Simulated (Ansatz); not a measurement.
For C (Fmmm, No. 69, 2 atoms in the cell; start COD 9000046; another form than the element's usual one), LDA in Ansatz (PAW) gives:

| Property | Value |
|---|---|
| bulk modulus | 26.8 GPa |
| cohesive energy | 8.94 eV/atom |

What does r²SCAN in Ansatz (plane waves, PAW) give for the same quantities?


- bulk modulus: 19.8 GPa (falls by 26 %)
- cohesive energy: 7.61 eV/atom (drops by 1.33 eV/atom)

Changes are worked out from the printed values.

Unless a cell is named, each level is at its own relaxed cell (LDA 8.74, r²SCAN 9.32 Å³/atom).

Caveats: the bulk modulus is −V dP/dV from two relaxed cells at ±2 % in volume (LDA, r²SCAN); the relaxation could not lower the start's symmetry, so the cell can be a saddle point above a distorted one (LDA, r²SCAN). Ansatz's density-functional and Hartree–Fock values are scalar-relativistic unless marked +SOC, with PAW data made under PBE.

Ansatz is a first-principles code.
